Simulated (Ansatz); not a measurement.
Consider InSb in the zinc blende structure (space group F-43m, No. 216).

```
InSb
1.0
    0.00000     3.22485     3.22485
    3.22485     0.00000     3.22485
    3.22485     3.22485     0.00000
In Sb
1 1
Direct
  0.00000   0.00000   0.00000
  0.25000   0.25000   0.25000
```

Cartesian axes are those of the cell as printed.

Method: Kohn–Sham DFT with the LDA functional, run in Ansatz (a program for electronic structure) with PAW and 420 eV plane waves, no SOC.

Before the change:

Volume per atom: 33.54 Å³
Pressure: 0.0 GPa
Band gap: zero

Modification: compressive biaxial strain of 2.50 % in the plane normal to [111], as in epitaxy on a mismatched substrate; the out-of-plane cell vector and the atoms relax.

Q: What happens to the energy relative to the base, volume per atom, pressure and band gap?

A: The energy increases by 13 meV/atom; the volume per atom shrinks by 1.135 Å³ (33.54 Å³ → 32.40 Å³); the pressure (mean of the normal stresses, compression positive) goes from zero to 1.7 GPa; the band gap stays zero.

With Sb present, leaving out spin-orbit coupling can change the band edges. No phonon test of stability was made. All final runs are without spin polarisation. A zero or small gap of InSb can be the functional's error rather than a property of the material.
